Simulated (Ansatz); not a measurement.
The parent structure is Mo in the bcc (W type) structure (space group Im-3m, No. 229; a = 3.151 Å; relaxed with 0.1 eV smearing). Axes: x, y, z lie along the cube axes.

The values are results of r2SCAN (Ansatz, a first-principles code), scalar-relativistic without spin-orbit coupling, earlier PAW set, not measurements.

Perturbation: uniaxial strain ε_xx = +1.06 %, all other strain components held at zero, atoms relaxed at fixed cell.

Predict the stress tensor and what it implies for the stiffness.

Stress of the strained cell less that of the base (GPa, compression positive):
```
   -5.0     0.0     0.0
    0.0    -1.7     0.0
    0.0     0.0    -1.7
```

Then −Δσ_ii/ε with ε = 0.0106 gives relaxed-ion elastic constants: C11 ≈ 474 GPa, C12 ≈ 158 GPa and C13 ≈ 158 GPa.

Stability against distortions was not tested. The final runs are not spin-polarised.
